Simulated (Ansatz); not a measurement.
Base system: ZnSe in the zinc blende structure (space group F-43m, No. 216; a = 5.634 Å).

Levels (all Ansatz, a program for electronic structure, PAW): PBEsol (420 eV, scalar-relativistic without spin-orbit coupling); r2SCAN (500 eV, no spin-orbit coupling); HSE06 (420 eV, scalar-relativistic without spin-orbit coupling).

At the geometry relaxed with PBEsol, these levels gave the following band gaps, in shuffled order: (a) 2.50 eV, (b) 1.94 eV, (c) 1.24 eV.

Problem. Match each gap to its level.

Solution. (a) HSE06; (b) r2SCAN; (c) PBEsol.

Single points use the geometry relaxed with PBEsol. Stability against distortions was not tested.
